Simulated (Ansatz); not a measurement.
**Effect of O → Se on ScCuO2**

Take ScCuO2 (space group P6_3/mmc, No. 194; a = 3.203 Å, c = 11.284 Å) as the base.

Modification: every O is replaced by Se; the structure is relaxed again.

Computed with Kohn–Sham DFT with the PBEsol functional, run in Ansatz (a program for electronic structure) with PAW and 420 eV plane waves, no spin-orbit coupling. Settings: 10×10×3 k-points, 0.05 eV Fermi–Dirac smearing, for the changed cell.

| quantity | base | changed | shift |
|---|---|---|---|
| volume per atom | 12.53 Å³ | 24.27 Å³ | +11.74 Å³ |
| density | 4.65 g/cm³ | 4.56 g/cm³ | -0.097 g/cm³ |
| lattice parameter a | 3.203 Å | 3.901 Å | +0.698 Å |
| c/a ratio | 3.523 | 3.776 | +0.2524 |
| space group | P6_3/mmc (No. 194) | P6_3/mmc (No. 194) | – |
| shortest interatomic distance | 1.811 Å | 2.228 Å | +0.417 Å |
| band gap | 2.33 eV | 0.62 eV | -1.71 eV |
| gap character | direct at M | indirect, Γ → M | – |
| smallest direct gap | 2.33 eV | 0.88 eV | -1.45 eV |
| width of the top valence band | 0.60 eV | 1.14 eV | +0.533 eV |
| valence-band top at Γ (three highest levels, from the VBM) | – | 0.00, 0.00, -0.65 eV | – |

Final structure:

```yaml
crystal:
  lattice:
    - [3.90126, 0.00000, 0.00000]
    - [-1.95063, 3.37859, 0.00000]
    - [0.00000, 0.00000, 14.72986]
  atoms:
    - { symbol: Sc, position: [0.00000, 0.00000, 0.00000] }
    - { symbol: Sc, position: [0.00000, 0.00000, 0.50000] }
    - { symbol: Cu, position: [0.66667, 0.33333, 0.75000] }
    - { symbol: Cu, position: [0.33333, 0.66667, 0.25000] }
    - { symbol: Se, position: [0.33333, 0.66667, 0.40128] }
    - { symbol: Se, position: [0.66667, 0.33333, 0.59872] }
    - { symbol: Se, position: [0.66667, 0.33333, 0.90128] }
    - { symbol: Se, position: [0.33333, 0.66667, 0.09872] }
```

Stability against distortions was not tested. As relaxed here, ScCuSe2 is a hypothetical phase, not in the database extracts checked. No Hubbard U is applied. All final runs are without spin polarisation.
